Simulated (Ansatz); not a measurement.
Take GaP in the zinc blende structure (space group F-43m, No. 216; a = 5.3914 Å) as the base.

Computed with LDA (Ansatz, a program for electronic structure; PAW; 420 eV plane waves; no spin-orbit coupling).

Strains are applied to the cell and any free atomic positions relax.

One change was made to it. Results:

```json
[
 {"quantity": "hole mass (degenerate bands, along [100])", "base": "0.11, 0.36, 0.36 mₑ (at Γ)", "after": "0.087, 0.38, 0.38 mₑ (at Γ)"},
 {"quantity": "valley order (the lowest conduction-band minima on the path, energy above the VBM, named in the base's zone)", "base": "a point along ⟨100⟩, about 1.0 Å⁻¹ from Γ 1.38 eV; L along ⟨111⟩ 1.60 eV; Γ 1.88 eV", "after": "Γ 1.39 eV; L along ⟨111⟩ 1.42 eV; a point along ⟨100⟩, about 1.0 Å⁻¹ from Γ 1.48 eV"},
 {"quantity": "energy relative to the base (free energy F)", "base": "0 meV/atom", "after": "+19 meV/atom"}
]
```

Question: Which change produced these results?
A. isotropic strain +1.50 %
B. isotropic strain −3.00 %
C. isotropic strain +2.00 %
D. isotropic strain +3.00 %
E. isotropic strain +2.50 %

Answer: C, isotropic strain +2.00 %. For comparison, the valley order in the other runs: isotropic strain −3.00 % gives a point along ⟨100⟩, about 1.0 Å⁻¹ from Γ 1.20 eV; L along ⟨111⟩ 1.89 eV; Γ 2.66 eV; isotropic strain +1.50 % gives a point along ⟨100⟩, about 1.0 Å⁻¹ from Γ 1.46 eV; L along ⟨111⟩ 1.46 eV; Γ 1.51 eV; isotropic strain +2.50 % gives Γ 1.27 eV; L along ⟨111⟩ 1.37 eV; a point along ⟨100⟩, about 1.0 Å⁻¹ from Γ 1.50 eV; isotropic strain +3.00 % gives Γ 1.15 eV; L along ⟨111⟩ 1.33 eV; a point along ⟨100⟩, about 1.0 Å⁻¹ from Γ 1.53 eV.

Effective masses come from finite differences of ±0.01 Å⁻¹. Whether these cells are dynamically stable was not tested.
